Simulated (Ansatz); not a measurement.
**Amorphous Zr20O41Be**

A CHGNet melt-quench gave the starting glass, which DFT then relaxed. O atoms were pushed apart under 1.9 Å during the dynamics, to hinder bonds among them. The hot cell started wider than the set density and was brought back towards it in steps. It is the lowest in DFT energy of 2 quenches. It is a model cell: composition and starting density were chosen by hand, and all elements were melted together. No dispersion term was used.

Methods: PBE, scalar-relativistic without spin-orbit coupling (Ansatz, a quantum-chemistry and plane-wave program); r2SCAN, scalar-relativistic without spin-orbit coupling (Ansatz); HSE06, scalar-relativistic without spin-orbit coupling (Ansatz). Geometry, pressure, stress and energy are those of the PBE run. Its sampling: a 2×2×2 Γ-centred mesh; Fermi-Dirac width 0.02 eV; no spin polarisation. Other functionals are single points at the zone centre (r2SCAN at 500 eV; exact exchange cut at the cell's faces), free to take moments where seeds were set. At PBE the levels at the filled edge of the gap are localised (band-tail or defect states).

```json
{
  "number_of_atoms_in_the_cell": "62",
  "Density (held, not predicted)": "5.24 g/cm³",
  "volume_per_atom": "12.72 Å^3",
  "Pressure on a 2×2×2 Γ-centred mesh": "2.30 GPa",
  "Largest force and stress component on that mesh (the relaxation ran on the zone centre alone)": "0.11 eV/Å and 2.3 GPa",
  "Level gap on a 2×2×2 Γ-centred mesh (PBE)": "3.45 eV",
  "Level gap at the zone centre (PBE)": "3.54 eV",
  "Level gap at the zone centre (r2SCAN)": "4.00 eV",
  "Level gap at the zone centre (HSE06)": "5.10 eV"
}
```

Bonds are counted up to Zr-Zr 3.41 Å, Zr-O 2.58 Å, Zr-Be 2.76 Å, O-O 1.58 Å, O-Be 1.94 Å, Be-Be 2.11 Å. Two cations that share two anions don't count as bonded, nor two that share one unless they lie closer than Zr-Zr 3.32 Å, Zr-Be 2.69 Å, Be-Be 2.05 Å.

```yaml
Mean coordination of Zr by anions: 6.45 (1 with 5, 10 with 6, 8 with 7, 1 with 8)
Mean coordination of O: 3.24 (3 with 2, 25 with 3, 13 with 4)
Mean coordination of Be by anions: 4.00 (1 with 4)
Mean Zr-O bond: 2.155 Å (spread 0.105 Å, 129 counted)
Mean O-Be bond: 1.619 Å (spread 0.083 Å, 4 counted)
```

Its density started from a set value of 5.24 g/cm³. The quench (nominally 450 K/ps over its main leg) was far faster than any real one, so the model tends to hold more defects than a real film. A cell of this size samples the disorder only roughly. The volume was held where the preparation left it and the shape relaxed, at a PBE pressure of 2.3 GPa. Stress components on the final sampling reach 2.3 GPa.
